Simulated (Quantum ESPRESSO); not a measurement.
```
TlPdF3
1.0
    4.29269     0.00000     0.00000
    0.01633     4.29273     0.00000
    0.00345     0.03399     4.29343
Tl Pd F
1 1 3
Direct
  0.99900   0.99800   0.00504
  0.50009   0.49781   0.48724
  0.00007   0.49642   0.48572
  0.50151   0.49987   0.98714
  0.49931   0.99780   0.48651
```

Method: PBEsol, GBRV 1.5 ultrasoft (PBESOL) pseudopotentials (plane waves; Quantum ESPRESSO).

The set-up and first iterations of a Quantum ESPRESSO log for TlPdF3 (P1, 5 atoms in the cell):

```
     G-vector sticks info
     --------------------
     sticks:   dense  smooth     PW     G-vecs:    dense   smooth      PW
     Sum        1681     845    253                51605    18239    3063

     bravais-lattice index     =            0
     lattice parameter (alat)  =       8.1120  a.u.
     unit-cell volume          =     533.9036 (a.u.)^3
     number of atoms/cell      =            5
     number of atomic types    =            3
     number of electrons       =        50.00
     number of Kohn-Sham states=           25
     kinetic-energy cutoff     =      40.0000  Ry
     charge density cutoff     =     320.0000  Ry
     scf convergence threshold =      1.0E-09
     mixing beta               =       0.7000
     number of iterations used =            8  plain     mixing
     Exchange-correlation= SLA  PW   PSX  PSC
                           (   1   4  10   8   0   0   0)

     crystal axes: (cart. coord. in units of alat)
   [... lines left out ...]
         3        F      tau(   3) = (   0.0023488   0.5002708   0.4858035  )
         4        F      tau(   4) = (   0.5042046   0.5076915   0.9873097  )
         5        F      tau(   5) = (   0.5034971   1.0016616   0.4865936  )

   Crystallographic axes

     site n.     atom                  positions (cryst. coord.)
         1        Tl     tau(   1) = (  0.9990010  0.9979980  1.0050360  )
         2        Pd     tau(   2) = (  0.5000900  0.4978100  0.4872400  )
         3        F      tau(   3) = (  0.0000700  0.4964200  0.4857200  )
         4        F      tau(   4) = (  0.5015100  0.4998700  0.9871400  )
         5        F      tau(   5) = (  0.4993100  0.9978000  0.4865100  )

     number of k points=    36  Gaussian smearing, width (Ry)=  0.0073
                       cart. coord. in units 2pi/alat
        k(    1) = (   0.0000000   0.0000000   0.0000000), wk =   0.0312500
        k(    2) = (   0.0000000   0.0000000   0.2499570), wk =   0.0625000
        k(    3) = (   0.0000000   0.0000000  -0.4999141), wk =   0.0312500
   [... 33 lines left out ...]

     Dense  grid:    51605 G-vectors     FFT dimensions: (  48,  48,  48)

     Smooth grid:    18239 G-vectors     FFT dimensions: (  36,  36,  36)

     Initial potential from superposition of free atoms

     starting charge      49.4956, renormalised to      50.0000

     negative rho (up, down):  1.235E-01 0.000E+00
     Self-consistent Calculation

     iteration #  1     ecut=    40.00 Ry     beta= 0.70

---- Real-time Memory Report at c_bands before calling an iterative solver
           206 MiB given to the printing process from OS
            67 MiB allocation reported by mallinfo(arena+hblkhd)
------------------

     negative rho (up, down):  1.209E-01 0.000E+00

     total energy              =    -487.75144235 Ry
     estimated scf accuracy    <       1.76625735 Ry

     iteration #  2     ecut=    40.00 Ry     beta= 0.70

---- Real-time Memory Report at c_bands before calling an iterative solver
           275 MiB given to the printing process from OS
           110 MiB allocation reported by mallinfo(arena+hblkhd)
------------------

     negative rho (up, down):  1.249E-01 0.000E+00

     total energy              =    -488.01881495 Ry
     estimated scf accuracy    <       5.70519103 Ry

     iteration #  3     ecut=    40.00 Ry     beta= 0.70

---- Real-time Memory Report at c_bands before calling an iterative solver
           277 MiB given to the printing process from OS
           111 MiB allocation reported by mallinfo(arena+hblkhd)
------------------

     negative rho (up, down):  1.251E-01 0.000E+00

     total energy              =    -488.83846659 Ry
     estimated scf accuracy    <       0.03450528 Ry
```

Question: How does the run end?

Answer: The run ended unconverged after 100 iterations. It gives no final result for the task that was set. Warnings to mind: c_bands:  1 eigenvalues not converged; c_bands:  2 eigenvalues not converged. The log goes on:

```
   [... 95 blocks of this kind left out ...]

     iteration # 99     ecut=    40.00 Ry     beta= 0.70

---- Real-time Memory Report at c_bands before calling an iterative solver
   [... lines left out ...]
     c_bands:  1 eigenvalues not converged
     c_bands:  1 eigenvalues not converged

     negative rho (up, down):  1.243E-01 0.000E+00

     total energy              =    -488.88569145 Ry
     estimated scf accuracy    <       0.00693557 Ry

     iteration #100     ecut=    40.00 Ry     beta= 0.70

---- Real-time Memory Report at c_bands before calling an iterative solver
           281 MiB given to the printing process from OS
           115 MiB allocation reported by mallinfo(arena+hblkhd)
------------------

     negative rho (up, down):  1.243E-01 0.000E+00

     total energy              =    -488.88530272 Ry
     estimated scf accuracy    <       0.00725288 Ry
     End of self-consistent calculation

     convergence NOT achieved after 100 iterations: stopping

   JOB DONE.
```

The starting cell comes from a database of computed structures (which also holds hypothetical and non-ambient phases and stackings), without a prior relaxation at this level. Its lattice was rescaled by up to half a per cent. One atom was moved a little off its site on purpose. Spin-orbit coupling is off.

The run was DFT, PBEsol, plane waves, GBRV 1.5 ultrasoft (PBESOL) pseudopotentials. Main settings of its input:

ecutwfc: 40 Ry
ecutrho: 320 Ry
occupations: smearing
smearing: gaussian
degauss: 0.0073499 Ry
K_POINTS: automatic 4 4 4 0 0 0
nbnd: 25
conv_thr: 1e-09 Ry
